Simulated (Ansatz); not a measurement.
A self-consistent single point of YbZn (P4mm, 2 atoms in the cell) with Ansatz (a first-principles code).

Computed with PBEsol, default PAW files made with PBE (plane waves; Ansatz).

```yaml
crystal:
  lattice:
    - [3.59371, 0.00000, 0.00000]
    - [0.00000, 3.59371, 0.00000]
    - [0.00000, 0.00000, 3.59371]
  atoms:
    - { symbol: Yb, position: [0.00000, 0.00000, 0.01391] }
    - { symbol: Zn, position: [0.50000, 0.50000, 0.50000] }
```

Reference input (self-consistent single point, DFT, PBEsol, plane waves, default PAW files made with PBE): basis.ecutwfc = 420 eV; kpoints.mp_grid.grid = 9 9 9; hamiltonian.xc = pbesol; hamiltonian.pseudopotentials = {kind: paw} (the program's default PAW files); scf.occupations.method = fermi_dirac; scf.occupations.width = 0.1 eV. This run's input differs from it in these lines:

Ansatz 0.2 input:
```diff
@@ -11,3 +11,3 @@
 kpoints:
-  mp_grid: { grid: [9, 9, 9] }
+  mp_grid: { grid: [27, 27, 27] }
 hamiltonian:
```

Output, abridged:

```
SCF iter   1: F=—  HF=-16958.057983 eV  |F-HF|=—  |Δ(HF+E_count)|=         —  Δρ=4.74e-3  dr2=9.96e-3  ethr=1.77e-3  ⟨swp⟩=6.0  Hψ=152656  notcnv=0
all-band conjugate gradients solve this SCF's bands
preconditioner: auto → Kerker (q_TF=auto, 2.615 Å⁻¹)
SCF iter   2: F=—  HF=-16958.055089 eV  |F-HF|=—  |Δ(HF+E_count)|=   2.89e-3  Δρ=1.35e-3  dr2=1.24e-3  ethr=2.77e-5  ⟨swp⟩=2.0  Hψ=65545  notcnv=0
   [... lines left out ...]
SCF iter   5: F=—  HF=-16958.054507 eV  |F-HF|=—  |Δ(HF+E_count)|=   1.19e-5  Δρ=1.69e-4  dr2=1.17e-5  ethr=1.40e-7  ⟨swp⟩=2.3  Hψ=57388  notcnv=0
SCF iter   6: F=—  HF=-16958.054504 eV  |F-HF|=—  |Δ(HF+E_count)|=   3.11e-6  Δρ=3.77e-5  dr2=6.36e-7  ethr=3.25e-8  ⟨swp⟩=2.0  Hψ=58734  notcnv=0
SCF iter   7: F=—  HF=-16958.054504 eV  |F-HF|=—  |Δ(HF+E_count)|=   2.14e-7  Δρ=1.51e-5  dr2=8.82e-8  ethr=2.78e-10  ⟨swp⟩=8.4  Hψ=197331  notcnv=0
SCF iter   8: F=-16958.054504 eV  HF=-16958.054504 eV  |F-HF|=1.54e-9  |Δ(HF+E_count)|=   1.08e-7  Δρ=2.42e-6  dr2=1.94e-9  ethr=2.45e-10  ⟨swp⟩=6.7  Hψ=165591  notcnv=0
SCF 1 converged in 8 iterations: F = -16958.054504 eV  dr2 = 1.94e-9
Free energy (F): -16958.054504 eV
Internal energy: -16957.949864 eV  (E = F + TS)
E sigma→0 (E₀):  -16958.002184 eV
Entropy (-TS):   -0.104640 eV (-52.320 meV/atom)
Fermi energy:    11.563965 eV
--- Forces (eV/Å), atoms counted from 1 ---
  atom   1  Yb     0.00000000     0.00000000    -0.12699146
  atom   2  Zn    -0.00000000     0.00000000     0.12699237
--- Stress (GPa, compression-positive) ---
       -2.991744       0.000000      -0.000000
        0.000000      -2.991744       0.000000
       -0.000000       0.000000      -3.015510
  P = ⅓ Tr σ = -2.9997 GPa (-29.997 kbar)
  The stress holds the Pulay correction. Without it, at fixed plane waves, as pw.x and ABINIT print it: P = -3.0478 GPa
```

The run converged in 8 iterations. Against the reference run the free energy falls by 1.4 meV/atom, the pressure moves little (-3.04 to -3.00 GPa) and the largest force stays at 0.127 eV/Å.

The starting cell comes from a database of computed structures (which also holds hypothetical and non-ambient phases and stackings), without a prior relaxation at this level. Its lattice was rescaled by up to half a per cent. One atom was moved a little off its site on purpose. Spin polarisation is off. Ansatz's pressure includes its estimate of the finite-basis (Pulay) stress.

Cost on one core of a shared machine: roughly 3 min.
